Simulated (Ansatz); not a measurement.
**How the band gap of Tl₄HgI₆ (P4/mnc, No. 128) moves with the method**

No measured value is used here.

```json
[
 {"level (code)": "LDA (Ansatz)", "value (eV)": "1.19"},
 {"level (code)": "PBEsol (Ansatz)", "value (eV)": "1.24"},
 {"level (code)": "r²SCAN+SOC (Ansatz)", "value (eV)": "1.49 (direct)"},
 {"level (code)": "HSE06 (Ansatz)", "value (eV)": "2.05"},
 {"level (code)": "PBE0 (Ansatz)", "value (eV)": "(withheld)"}
]
```

Question: Fill in the missing entries.

Answer: 
- PBE0 (Ansatz, an electronic-structure program), value (eV): 2.71

Computed values are for a static lattice. Levels without +SOC have no spin–orbit coupling; where heavier elements are present it shifts gaps, mostly down, and can invert bands.  r²SCAN+SOC: the gap is read on the k mesh or supercell of the run alone and can be too large. Values are at the measured cell. Cutoffs differ between the levels. Ansatz's density-functional and Hartree–Fock values are scalar-relativistic unless marked +SOC, with PAW data made under PBE.
